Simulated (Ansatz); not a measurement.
## Band gap of LiTaO₃ (model structure, P4mm, No. 99, 5 atoms in the cell) at several levels of theory

No measured value is used here.

```json
[
 {"level (code)": "LDA (Ansatz)", "value (eV)": "2.14"},
 {"level (code)": "PBEsol+SOC (Ansatz)", "value (eV)": "___"},
 {"level (code)": "HSE06+SOC (Ansatz)", "value (eV)": "3.75 (indirect)"},
 {"level (code)": "PBE0 (Ansatz)", "value (eV)": "4.52"}
]
```

Q: Some entries are withheld; supply them.

A: 
- PBEsol+SOC (Ansatz, a first-principles code), value (eV): 2.19 (indirect)

Computed values are for a static lattice. Levels without +SOC have no spin–orbit coupling; where heavier elements are present it shifts gaps, mostly down, and can invert bands.  Values are at the PBEsol cell. Cutoffs and k meshes differ between the levels. Ansatz's density-functional and Hartree–Fock values are scalar-relativistic unless marked +SOC, with PAW data made under PBE.

A model structure was made by putting elements into a prototype or built by hand; it is no filed structure, need not be a known phase, and can be a saddle point held by its symmetry.
